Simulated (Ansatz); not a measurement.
SnO2 (P4₂/mnm, No. 136, 6 atoms in the cell; start mp-550172)

Method: LDA in Ansatz (plane waves, PAW).

Run with plane-wave cutoff 520 eV, 8×8×10 k mesh (along the axes of the cell as run), Fermi–Dirac smearing 0.01 eV, scalar-relativistic PAW data made under PBE.

Cell (relaxed at this level):

```cif
data_O4Sn2
_chemical_formula_sum 'Sn2 O4'
_space_group_name_H-M_alt 'P 1'
_space_group_IT_number 1
_cell_length_a 4.72282
_cell_length_b 4.72260
_cell_length_c 3.19038
_cell_angle_alpha 90.000
_cell_angle_beta 90.000
_cell_angle_gamma 90.000
loop_
_space_group_symop_operation_xyz
  'x, y, z'
loop_
_atom_site_label
_atom_site_type_symbol
_atom_site_fract_x
_atom_site_fract_y
_atom_site_fract_z
_atom_site_occupancy
Sn1 Sn 0.50000 0.50000 0.50000 1
Sn2 Sn 0.00000 0.00000 0.00000 1
O1 O 0.30605 0.30611 0.00000 1
O2 O 0.69395 0.69389 0.00000 1
O3 O 0.80605 0.19389 0.50000 1
O4 O 0.19395 0.80611 0.50000 1
```

band gap: 1.16 eV (on the SCF k mesh)
bulk modulus: 204 GPa

Note: the relaxation could not lower the start's symmetry, so the cell can be a saddle point above a distorted one; the bulk modulus is −V dP/dV from two relaxed cells at ±2 % in volume.

Spin–orbit coupling is not included.

Static lattice: no zero-point or thermal effects.

The result took about 2.3 core-minutes (a rough figure).

A start named mp-… is a Materials Project structure, which need not be a measured phase.

Ansatz is a first-principles code.
